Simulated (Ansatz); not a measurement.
What Sb → Sn does to Sb

The parent structure is Sb in the A7 type structure (space group R-3m, No. 166; a = 4.2685 Å, c = 10.7177 Å (hexagonal axes)).

Modification: Sn takes the place of Sb on all its sites; the structure is relaxed again.

Calculations: PBEsol-D3(BJ) in Ansatz (plane waves to 420 eV, PAW, no spin-orbit coupling). Γ-centred 16×16×16 mesh, Fermi–Dirac width 0.05 eV, for the changed cell.

The volume per atom decreases by 1.433 Å³ (28.19 Å³ → 26.75 Å³) and the space group changes from R-3m (No. 166) to Pm-3m (No. 221). The shortest interatomic distance rises by 0.0803 Å (2.910 Å → 2.991 Å) and the band gap stays zero.

Final structure:

```
CELL_PARAMETERS angstrom
      2.99080     0.00000     0.00000
      0.00000     2.99080     0.00000
      0.00000     0.00000     2.99080
ATOMIC_POSITIONS crystal
  Sn 0.50000 0.50000 0.50000
```

Spin-orbit coupling, missing from the scalar runs, can matter with Sb. No phonon test of stability was made. As relaxed here, Sn is a hypothetical phase, not in the database extracts checked.

Ansatz is a quantum-chemistry and plane-wave program.
